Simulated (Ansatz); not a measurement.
**A series of runs on SrPb (Cmcm, 4 atoms in the cell)**

```
SrPb
1.0
    2.50900    -6.11500     0.00000
    2.50900     6.11500     0.00000
    0.00000     0.00000     4.64800
Pb Sr
2 2
Direct
  0.57800   0.42200   0.25000
  0.42200   0.57800   0.75000
  0.86800   0.13200   0.25000
  0.13200   0.86800   0.75000
```

Base run A: Ansatz (an electronic-structure program) with r2SCAN, default PAW files made with PBE, self-consistent single point.

Its settings: basis.ecutwfc = 500 eV; kpoints.mp_grid.grid = 5 5 5; hamiltonian.xc = r2scan; hamiltonian.pseudopotentials = {kind: paw} (the program's default PAW files); scf.occupations.method = cold; scf.occupations.width = 0.272 eV.

The starting cell comes from a database of published, mostly measured structures (it also holds non-ambient and calculated ones), without a prior relaxation at this level. Ansatz's pressure includes its estimate of the finite-basis (Pulay) stress.

ΔF is the free energy per atom less that of run A. 

```json
[
 {"run": "A", "scf.mixing.algorithm, scf.mixing.beta": "default (the program chose MSR1), default", "ΔF (meV/atom)": "0.00", "pressure (GPa)": "1.37", "largest force (eV/Å)": "0.655", "iterations": "8"},
 {"run": "B", "scf.mixing.algorithm, scf.mixing.beta": "broyden, 0.02", "ΔF (meV/atom)": "0.00", "pressure (GPa)": "1.37", "largest force (eV/Å)": "0.655", "iterations": "22"},
 {"run": "C", "scf.mixing.algorithm, scf.mixing.beta": "broyden, 0.05", "ΔF (meV/atom)": "0.00", "pressure (GPa)": "1.37", "largest force (eV/Å)": "0.655", "iterations": "20"},
 {"run": "D", "scf.mixing.algorithm, scf.mixing.beta": "broyden, 0.1", "ΔF (meV/atom)": "0.00", "pressure (GPa)": "1.37", "largest force (eV/Å)": "0.655", "iterations": "17"},
 {"run": "E", "scf.mixing.algorithm, scf.mixing.beta": "broyden, 0.2", "ΔF (meV/atom)": "0.00", "pressure (GPa)": "1.37", "largest force (eV/Å)": "0.655", "iterations": "14"},
 {"run": "F", "scf.mixing.algorithm, scf.mixing.beta": "broyden, 0.3", "ΔF (meV/atom)": "0.00", "pressure (GPa)": "1.37", "largest force (eV/Å)": "0.655", "iterations": "13"},
 {"run": "G", "scf.mixing.algorithm, scf.mixing.beta": "broyden, 0.5", "ΔF (meV/atom)": "0.00", "pressure (GPa)": "1.37", "largest force (eV/Å)": "0.655", "iterations": "10"},
 {"run": "H", "scf.mixing.algorithm, scf.mixing.beta": "broyden, 0.7", "ΔF (meV/atom)": "0.00", "pressure (GPa)": "1.37", "largest force (eV/Å)": "0.655", "iterations": "9"},
 {"run": "I", "scf.mixing.algorithm, scf.mixing.beta": "broyden, 0.9", "ΔF (meV/atom)": "0.00", "pressure (GPa)": "1.37", "largest force (eV/Å)": "0.655", "iterations": "8"},
 {"run": "J", "scf.mixing.algorithm, scf.mixing.beta": "broyden, 1", "ΔF (meV/atom)": "0.00", "pressure (GPa)": "1.37", "largest force (eV/Å)": "0.655", "iterations": "8"}
]
```

Runs B, C, D, E, F, G, H, I, J reached the same state as A (within 1 meV/atom). The fewest iterations to that state were 8 (A, I, J); the most were 22.

Keys are those of Ansatz 0.2.
